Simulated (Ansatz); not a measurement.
An Ansatz (a quantum-chemistry and plane-wave program) input (r2SCAN/PAW in Ansatz, no SOC, earlier PAW set):

Ansatz 0.2 input:
```yaml
crystal:
  lattice:
    - [0, 3.0095949035, 3.0095949035]
    - [3.0095949035, 0, 3.0095949035]
    - [3.0095949035, 3.0095949035, 0]
  atoms:
    - { symbol: Sn, position: [0, 0, 0] }
    - { symbol: Se, position: [0.5, 0.5, 0.5] }
basis: { ecutwfc: 500, ecutrho_ratio: 4, xc_grid: 4, fft_grid_basis: typed }
kpoints: { mp_grid: { grid: [10, 10, 10] } }
hamiltonian:
  xc: r2scan
  dispersion: none
  pseudopotentials: { azcp: { folder: ./paw }, kind: paw }
scf: { occupations: { method: fermi_dirac, width: 0.05 }, convergence: { dr2_threshold: 0.0000000002 } }
output: { forces: true, stress: true }
```

Problem. Which symmetry and how many k-points will the program report, and about how many plane waves at Γ?

Solution. Space group Fm-3m (ITA 225) with 48 operations, k-points 47 of 1000, and 1411 plane waves at Γ.

No phonon test of stability was made. The cell is SnSe in the rock salt structure (space group Fm-3m, No. 225).
